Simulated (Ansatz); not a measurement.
Cu3Pd (Pm-3m, No. 221) was calculated with r²SCAN in Ansatz (PAW).

Settings: plane-wave cutoff 560 eV, 16×16×16 k mesh, Fermi–Dirac smearing 0.05 eV, no spin polarisation, scalar-relativistic PAW data made under PBE.

Cell (relaxed at this level):

Space group Pm-3m (No. 221); a = 3.673 Å, b = 3.673 Å, c = 3.673 Å, α = 90.00°, β = 90.00°, γ = 90.00°

```
atom  site  symmetry       x       y       z
----  ----  --------  ------  ------  ------
Pd      1a      m-3m  0.0000  0.0000  0.0000
Cu      3c    4/mm.m  0.0000  0.5000  0.5000
```

**Question.** Estimate the bulk modulus that the calculation returns.

**Answer.** 
* **bulk modulus**: 169 GPa

The run finds no gap.

Note: the bulk modulus is −V dP/dV from two relaxed cells at ±2 % in volume; the relaxation could not lower the start's symmetry, so the cell can be a saddle point above a distorted one.

It cost roughly 4 core-minutes of CPU time.

Ansatz is an electronic-structure program.
